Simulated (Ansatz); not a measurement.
Start from Cs₂PtH₆ (space group Fm-3m, No. 225; a = 8.977 Å; a cell from a computed database, its experimental status unchecked).

All numbers come from r2SCAN/PAW in Ansatz (an electronic-structure program), spin-orbit coupling left out, earlier PAW set.

One change was made to it. Results:

The valley order (the lowest conduction-band minima on the path, energy above the VBM, named in the base's zone) goes from X along ⟨100⟩ 4.24 eV; Γ 5.00 eV to W (1/2, 1/4, -1/4) 3.29 eV; Γ 4.79 eV; the lattice parameter a falls by 1.255 Å (8.977 Å → 7.722 Å).

Question: Name the change that was made.
A) pressure 4.2 GPa
B) pressure −1 GPa
C) pressure −2 GPa
D) pressure 18 GPa
E) pressure 1.8 GPa

Answer: D, pressure 18 GPa. For comparison, the valley order in the other runs: pressure −1 GPa gives X along ⟨100⟩ 4.31 eV; Γ 4.85 eV; pressure 1.8 GPa gives X along ⟨100⟩ 4.13 eV; Γ 5.13 eV; pressure 4.2 GPa gives X along ⟨100⟩ 3.99 eV; Γ 5.19 eV; pressure −2 GPa gives X along ⟨100⟩ 4.35 eV; Γ 4.46 eV.

Spin-orbit coupling, missing from the scalar runs, can matter with Pt. The levels and masses belong to the bands next to the band gap. Load acts through the strain it causes; cell and atoms are relaxed under it. No phonon test of stability was made. No other phases were tried under pressure.
